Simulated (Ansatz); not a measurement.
```yaml
crystal:
  lattice:
    - [3.23049, 0.00000, 0.00000]
    - [-1.61525, 2.79769, 0.00000]
    - [0.00000, 0.00000, 12.63447]
  atoms:
    - { symbol: W, position: [0.66667, 0.33333, 0.75000] }
    - { symbol: W, position: [0.33333, 0.66667, 0.25000] }
    - { symbol: Se, position: [0.66667, 0.33333, 0.38337] }
    - { symbol: Se, position: [0.33333, 0.66667, 0.88337] }
    - { symbol: Se, position: [0.33333, 0.66667, 0.61663] }
    - { symbol: Se, position: [0.66667, 0.33333, 0.11663] }
```

No spin polarisation.

Method: PBEsol-D3(BJ), PAW, 420 eV (Ansatz, an electronic-structure program; without spin-orbit coupling). Γ-centred 12×12×3 mesh, Fermi–Dirac width 0.05 eV.

**Question.** Predict the pressure, gap character, valence-band top at Γ and band gap.

**Answer.** 
- Pressure (mean of the normal stresses, compression positive): -0.74 GPa
- Gap character: indirect, Γ → K–Γ (47 % along)
- Valence-band top at Γ (three highest levels, from the VBM): 0.00, -0.91, -1.38 eV
- Band gap: 0.78 eV

Spin-orbit coupling, missing from the scalar runs, can matter with W. The cells carry an imposed strain or load. Whether these cells are dynamically stable was not tested. The cell was made from WSe2 (space group P6_3/mmc, No. 194; layered, stacked along the Cartesian z axis) by this change: uniaxial strain ε_zz = +1.80 %.
